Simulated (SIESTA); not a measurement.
A self-consistent single point of SiNi (Pmmn, 4 atoms in the cell) with SIESTA.

Computed with GGA PBEsol, numerical atomic orbitals DZP, PseudoDojo PBEsol standard norm-conserving potentials (rewritten from UPF to PSML) in SIESTA 5.4.2.

The change in words: lattice scaled by 0.98. Reference geometry:
```
CELL_PARAMETERS angstrom
      2.95307     0.00000     0.00000
      0.00000     3.29181     0.00000
      0.00000     0.00000     4.69382
ATOMIC_POSITIONS crystal
  Si 0.00000 0.00000 0.15686
  Si 0.50000 0.50000 0.84314
  Ni 0.00000 0.00000 0.65750
  Ni 0.50000 0.50000 0.34250
```

Reference input (self-consistent single point, DFT, GGA PBEsol, numerical atomic orbitals DZP, PseudoDojo PBEsol standard norm-conserving potentials (rewritten from UPF to PSML)): XC.functional = GGA; XC.authors = PBEsol; potentials = PseudoDojo PBEsol standard; PAO.BasisSize = DZP; PAO.EnergyShift = 0.005 Ry; MeshCutoff = 350 Ry; kgrid.MonkhorstPack = 8 7 5; OccupationFunction = FD; ElectronicTemperature = 0.05 eV; MaxSCFIterations = 150; SCF.Mixer.Method = Broyden; SCF.Mixer.Weight = 0.2. This run's input differs from it in these lines:

```diff
@@ -10,7 +10,7 @@
 %endblock ChemicalSpeciesLabel
-LatticeConstant              2.953070 Ang
+LatticeConstant              2.894009 Ang
 %block LatticeVectors
      1.000000000    0.000000000    0.000000000
-     0.000000000    1.114708083    0.000000000
-     0.000000000    0.000000000    1.589471635
+     0.000000000    1.114708005    0.000000000
+     0.000000000    0.000000000    1.589471560
 %endblock LatticeVectors
@@ -18,6 +18,6 @@
 %block AtomicCoordinatesAndAtomicSpecies
-     0.000000000    0.000000000    1.391353873  1
-     2.790246763    3.110310622    7.478682295  1
-     0.000000000    0.000000000    5.832048780  2
-     2.790246763    3.110310622    3.037987388  2
+     0.000000000    0.000000000    1.363526920  1
+     2.734442206    3.048104617    7.329109318  1
+     0.000000000    0.000000000    5.715408327  2
+     2.734442206    3.048104617    2.977227912  2
 %endblock AtomicCoordinatesAndAtomicSpecies
```

Output (repeated stretches shortened):

```
        iscf     Eharris(eV)        E_KS(eV)     FreeEng(eV)     dDmax    Ef(eV) dHmax(eV)
   scf:    1    -9278.144884    -9338.227705    -9338.236001  1.176820 -3.259217 19.895030
   scf:    2    -9345.676927    -9353.478628    -9353.484176  0.417307 -4.979722  4.767344
   scf:    3    -9355.361152    -9354.893194    -9354.900923  0.051174 -4.690867  0.453409
   scf:    4    -9354.922836    -9354.937349    -9354.945445  0.037844 -4.692621  0.687144
   scf:    5    -9354.824275    -9354.918608    -9354.926337  0.028330 -4.807337  0.829465
   [... 2 lines left out ...]
   scf:    8    -9354.954553    -9354.954542    -9354.962565  0.000499 -4.750653  0.003434
   scf:    9    -9354.954545    -9354.954543    -9354.962566  0.000249 -4.750971  0.003575
   scf:   10    -9354.954543    -9354.954544    -9354.962567  0.000079 -4.750856  0.001454
   scf:   11    -9354.954543    -9354.954543    -9354.962567  0.000024 -4.750781  0.000306
SCF Convergence by DM+H criterion
max |DM_out - DM_in|         :     0.0000239667
max |H_out - H_in|      (eV) :     0.0003055588
SCF cycle converged after 11 iterations

Using DM_out to compute the final energy and forces

siesta: E_KS(eV) =            -9354.9545

siesta: E_KS - E_eggbox =     -9354.9545

siesta: Atomic forces (eV/Ang):
     1   -0.000000   -0.000000   -0.014228
     2    0.000000    0.000000    0.014227
     3    0.000000    0.000000   -0.260974
     4   -0.000000   -0.000000    0.260975
   Tot   -0.000000   -0.000000    0.000000
   Max    0.260975
   Res    0.106701    sqrt( Sum f_i^2 / 3N )
   Max    0.260975    constrained

Stress tensor Voigt[x,y,z,yz,xz,xy] (kbar):      -80.94      -99.06     -133.58       -0.00       -0.00        0.00
(Free)E + p*V (eV/cell)    -9352.1608
   [... lines left out ...]
siesta: FreeEng =     -9354.962567
   [... lines left out ...]
siesta:    -0.050522    0.000000   -0.000000
siesta:     0.000000   -0.061826    0.000000
siesta:    -0.000000   -0.000000   -0.083376

siesta: Cell volume =         42.945090 Ang**3

siesta: Pressure (static):
siesta:                Solid            Molecule  Units
siesta:           0.00071057          0.00073874  Ry/Bohr**3
siesta:           0.06524140          0.06782791  eV/Ang**3
siesta:         104.52824160        108.67228573  kBar
```

The run converged in 11 iterations. Against the reference run the free energy goes up by 13.9 meV/atom, the pressure goes from -2.90 to 10.45 GPa and the largest force goes from 0.122 to 0.261 eV/Å.

The starting cell comes from a database of computed structures (which also holds hypothetical and non-ambient phases and stackings), without a prior relaxation at this level. Its lattice was rescaled by a random factor within 2.5 % of one. For this run, on top of that: lattice scaled by 0.98. Spin polarisation is off. Values carry the incompleteness of an atom-centred basis. With a pressure of about 10 GPa the cell is away from its equilibrium volume at this level.

Cost on one core of a shared machine: roughly 2 min.
